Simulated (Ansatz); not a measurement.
Functionals compared on a constructed model of the (111) surface of fcc Al, a pseudomorphic layer of Mn in the host's stacking (bottom of the slab: a bare face, its two planes held), in Ansatz (plane waves, PAW). The structure was relaxed with PBE; the other rows are single points on it. Cutoff 420 eV.

Model: 7-atom slab, 13.8 Å thick at the start with caps and adatoms (thin: gaps and levels are the slab's own), 15x15x1 mesh, Fermi-Dirac 0.1 eV, dipole correction, 2 atoms held, the rest relaxed; held to the start's symmetry, so lower structures may exist; spin-polarised, ending with about 3.7 μB a cell; orders that need a larger cell were not tried, no spin-orbit, no U. In PBE it is, or lies within 0.01 eV a 1x1 cell of, the lowest of the 2 structures of its composition computed so far; subsurface sites and larger cells were not tried. These notes are the PBE run's.

```csv
functional,work function of the top face (eV),magnetic moment of the cell (μB),rough cost of the single point
PBE,4.00,3.75,–
RPBE,(withheld),3.80,very roughly 20 core-seconds
```

Question: Some entries are withheld; supply them.

Answer: 
- RPBE, work function of the top face (eV): 3.84

Ansatz is a program for electronic structure.
